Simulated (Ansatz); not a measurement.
The parent structure is HfO2 (space group P4_2/nmc, No. 137; a = 3.6048 Å, c = 5.2650 Å). Axes: x, y, z lie along a, b, c of the conventional cell.

The values are results of PBE (Ansatz, a program for electronic structure), scalar-relativistic without spin-orbit coupling, earlier PAW set, not measurements.

It is then changed as follows: every lattice vector is stretched by 1.49 %, atoms relaxed at fixed cell.

Q: Predict the stress tensor and what it implies for the stiffness.

A: Stress of the strained cell less that of the base (GPa, compression positive):
```
  -8.59    0.00    0.00
   0.00   -8.59    0.00
   0.00    0.00   -4.81
```

Then B = −ΔP/(ΔV/V₀) with ΔV/V₀ = 0.0454 gives secant stiffness values (nonlinear terms included at this strain): B (at held cell shape, above the free-shape value) ≈ 162 GPa.

As a check, the harmonic strain energy −½ V₀ Δσ:ε is 12 meV/atom; the computed energy rise is 12 meV/atom.

No phonon test of stability was made. This is not the structure that HfO2 has at room temperature and ambient pressure.
